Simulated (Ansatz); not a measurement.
Take NiSi2 (space group Fm-3m, No. 225; non-magnetic) as the base.

```xyz
3
Lattice="0.0000 2.6948 2.6948 2.6948 0.0000 2.6948 2.6948 2.6948 0.0000" Properties=species:S:1:pos:R:3 pbc="T T T"
Ni     0.0000     0.0000     0.0000
Si     1.3474     1.3474     1.3474
Si     4.0423     4.0423     4.0423
```

Computed with Ansatz (a first-principles code), r2SCAN, PAW, cutoff 500 eV, scalar-relativistic without spin-orbit coupling, earlier PAW set.

For the base:

The volume per atom is 13.05 Å³.

Modification: full substitution Ni → As; the structure is relaxed again.

Tabulated Pauling electronegativity and covalent radius: Ni 1.91, 1.24 Å; As 2.18, 1.19 Å.

**Question.** How does this affect the volume per atom?

**Answer.** The volume per atom grows by 6.17 Å³ to 19.22 Å³.

Stability against distortions was not tested. As relaxed here, Si2As is a hypothetical phase, not in the database extracts checked. Starting moments died away, wholly or in part, for the base; another magnetic solution may exist. The final runs are not spin-polarised. An odd electron count without spin: Si2As.
